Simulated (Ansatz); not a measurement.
The starting structures come from a database of crystals and need not be the phases stable at ambient conditions.

Tunnelling through a barrier is set by its complex band structure: the current falls as exp(−2κd) with the smallest κ.

Given:

```
Pb2O3
1.0
    7.60067     0.00000     0.00000
    3.05831     7.23042     0.00000
    0.00000     0.00000     5.68097
Pb O
8 12
Direct
  0.91140   0.11706   0.75436
  0.08860   0.88294   0.24564
  0.08860   0.38294   0.25436
  0.91140   0.61706   0.74564
  0.38774   0.14615   0.74170
  0.61226   0.85385   0.25830
  0.61226   0.35385   0.24170
  0.38774   0.64615   0.75830
  0.63128   0.26513   0.62692
  0.36872   0.73487   0.37308
  0.36872   0.23487   0.12692
  0.63128   0.76513   0.87308
  0.19055   0.94957   0.90880
  0.80945   0.05043   0.09120
  0.80945   0.55043   0.40880
  0.19055   0.44957   0.59120
  0.06630   0.14040   0.43250
  0.93370   0.85960   0.56750
  0.93370   0.35960   0.93250
  0.06630   0.64040   0.06750
```

Space group of this cell: P2_1/c. The cell is taken as given; by PBEsol its mean pressure is -0.7 GPa.

Transport runs along the normal of the first two printed cell vectors.

The gap is the functional's own, uncorrected, and κ follows it; spin-orbit coupling is left out. Mid-gap values are interpolated between the computed energies.

**Question.** Compute, with PBEsol run with Ansatz (a first-principles code), the band gap and the smallest decay constant κ at mid-gap.

**Answer.** Gap 1.14 eV on a 4×4×6 mesh; κ = 0.280 1/Å, at (0.500, 0.000) of the in-plane reciprocal vectors. At the zone centre, at the nearest computed energy, the slowest state has κ = 0.31 1/Å.
